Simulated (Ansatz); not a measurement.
The starting structures come from a database of crystals and need not be the phases stable at ambient conditions.

Inside the gap of an insulator the Bloch states are evanescent, with a wavenumber k + iκ along the transport direction.

Given:

```xyz
3
Lattice="3.8401 0.0000 0.0000 0.0000 6.0081 0.0000 1.9201 0.0000 3.3256" Properties=species:S:1:pos:R:3 pbc="T T T"
Sn     0.0000     0.0000     0.0000
Se     3.8401     1.5935     2.2171
Se     1.9201     4.4145     1.1085
```

Space group of this cell: P-3m1, CdI2 type. The cell was relaxed by PBE-D3(BJ).

Transport runs along the normal of the first two printed cell vectors, the (100) plane of the conventional cell.

The gap is the functional's own. No spin-orbit coupling. Mid-gap values are interpolated on the energy grid.

Q: State the band gap and the smallest decay constant κ at mid-gap according to r2SCAN (Ansatz, a program for electronic structure).

A: Gap 0.67 eV on a 10×6×10 mesh; κ = 0.115 1/Å, at the zone centre.
